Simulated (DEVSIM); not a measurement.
System: abrupt Si n-p junction, at 300 K.

Layer 1 from the left is Si, thickness (μm) 0.200, Nd (cm⁻³) 5.7e16, τn (s) 2.7e-7, τp (s) 2.7e-7. Layer 2 from the left is Si, thickness (μm) 5.50, Na (cm⁻³) 7.5e14, τn (s) 2.7e-7, τp (s) 2.7e-7.

Left contact: ohmic. Right contact: ohmic. Voltage is applied to the left contact. Recombination: SRH at mid-gap, radiative. Mobility is μmin + (μ − μmin)/(1 + (N/Nref)^α).

This is a model device: material constants are rounded textbook-type values typed into the input, and sizes, dopings and lifetimes were drawn at random. Values at 300 K.

Si: gap (eV) 1.124, affinity (eV) 4.05, permittivity 11.7, Nc (cm⁻³) 2.86e19, Nv (cm⁻³) 3.1e19, μn (cm²/Vs) 1417, μp (cm²/Vs) 470, μn,min 52, μp,min 45, Nref,n 9.7e16, Nref,p 2.2e17, αn 0.68, αp 0.72, B (cm³/s) 4.7e-15.

Question: Estimate by hand the built-in potential, the peak field at zero bias, the capacitance at 6 V, and compare with a numerical solution.

Answer: 
- Built-in potential: ni = √(Nc Nv) exp(−Eg/2kT) = 1.08e10 cm⁻³ with Eg = 1.124 eV; Vbi = kT/q ln(Na Nd/ni²) = 0.688 V; numerical 0.688 V.
- Peak field at zero bias: depletion approximation: W = √(2εVbi/(qN)) = 1.10 μm with N = 7.40e14 cm⁻³; field = 2Vbi/W = 12600 V/cm; numerical 16400 V/cm (estimate below by 23 %).
- Capacitance at 6 V: C = √(qεN / 2(Vbi + |V|)) = 3.03 nF/cm²; numerical 3.04 nF/cm².

Simulated with DEVSIM: 1D drift-diffusion, Boltzmann statistics, complete ionisation; no tunnelling, impact ionisation, image-force lowering or self-heating.
